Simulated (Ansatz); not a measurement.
**AlV2C under a change: biaxial strain −2.15 %, plane normal [001], relaxed out of plane**

Consider AlV2C (space group P6_3/mmc, No. 194; a = 2.885 Å, c = 13.117 Å). Axes: x lies along a and z along c of the hexagonal cell.

One thing is altered: compressive biaxial strain of 2.15 % in the plane normal to [001], as in epitaxy on a mismatched substrate; the out-of-plane cell vector and the atoms relax.

Computed with r2SCAN (Ansatz, an electronic-structure program, PAW, scalar-relativistic without spin-orbit coupling). k-mesh 18×18×4 (Γ-centred); smearing 0.05 eV (Fermi–Dirac).

| quantity | base | changed | shift |
|---|---|---|---|
| shortest interatomic distance | 3.797 bohr | 3.768 bohr | -0.029 bohr |
| band gap | zero | zero | – |
| out-of-plane strain (rough) | – | +1.30 % | – |

Without a gap, meshes like the base's 18×18×4 leave anisotropic stresses uncertain by several tenths of a GPa, and small strain energies with them. Whether these cells are dynamically stable was not tested. Starting moments died away, wholly or in part, for the base; another magnetic solution may exist. The final runs are not spin-polarised.
